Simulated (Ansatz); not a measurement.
Consider CdS in the zinc blende structure (space group F-43m, No. 216; a = 5.927 Å). Axes: x, y, z lie along the cube axes.

The values are results of DFT with PBE, PAW potentials and a 420 eV plane-wave cutoff in Ansatz (a quantum-chemistry and plane-wave program), no SOC, not measurements.

Now apply this change: an isotropic linear strain of +3.00 %, atoms relaxed at fixed cell.

Q: Predict the stress tensor and what it implies for the stiffness.

A: Stress of the strained cell less that of the base (GPa, compression positive):
```
  -3.86    0.00    0.00
   0.00   -3.86    0.00
   0.00    0.00   -3.86
```

Then B = −ΔP/(ΔV/V₀) with ΔV/V₀ = 0.0927 gives secant stiffness values (nonlinear terms included at this strain): B ≈ 42 GPa.

As a check, the harmonic strain energy −½ V₀ Δσ:ε is 28 meV/atom; the computed energy rise is 32 meV/atom.

Stability against distortions was not tested.
